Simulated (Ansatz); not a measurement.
Spacing of the highest filled and lowest empty level at the zone centre in eight small model glasses of hand-chosen composition and density, fast-quenched (anions pushed apart in CHGNet runs), each at its PBE geometry, by PBE and by r2SCAN (Ansatz, a first-principles code, plane waves, PAW). The cells are the first eight to finish that balance their formal charges, show no moments and no lower geometry on charging where those were tested, and have a gap at both levels; defect levels can set the spacings.

| cell | quench by | pressure (GPa) | levels at the gap | PBE (eV) | experiment, tabulated (eV) |
|---|---|---|---|---|---|
| Ti20O41Cu2 | CHGNet | 0.4 | localised at the filled edge | 1.13 | - |
| Hf18O39La2 | CHGNet | 0.1 | localised at the filled edge | 3.97 | - |
| Zr20O41K2 | CHGNet | 0.0 | localised at the filled edge | 3.58 | - |
| In24O41Ta2 | CHGNet | -2.1 | localised at the filled edge | 0.55 | - |
| Hf18O39In2 | CHGNet | 0.0 | localised at the filled edge | 3.27 | - |
| Zr20O41Mg | CHGNet | -1.5 | localised at the filled edge | 3.31 | - |
| Zr20O41Li2 | CHGNet | 0.0 | localised at the filled edge | 3.22 | - |
| Ti20O43Sb2 | CHGNet | 0.0 | localised at the empty edge | 2.45 | - |

Task: What does r2SCAN give, and how does it move these values against PBE?

Result: Ti20O41Cu2 1.19, Hf18O39La2 4.46, Zr20O41K2 4.02, In24O41Ta2 1.02, Hf18O39In2 3.76, Zr20O41Mg 3.75, Zr20O41Li2 3.66, Ti20O43Sb2 2.69 eV. It raises them by +0.06 to +0.50 eV, +0.38 eV on average. A straight line through the eight gives r2SCAN = 1.06 × PBE +0.21 eV, with a scatter of 0.12 eV.
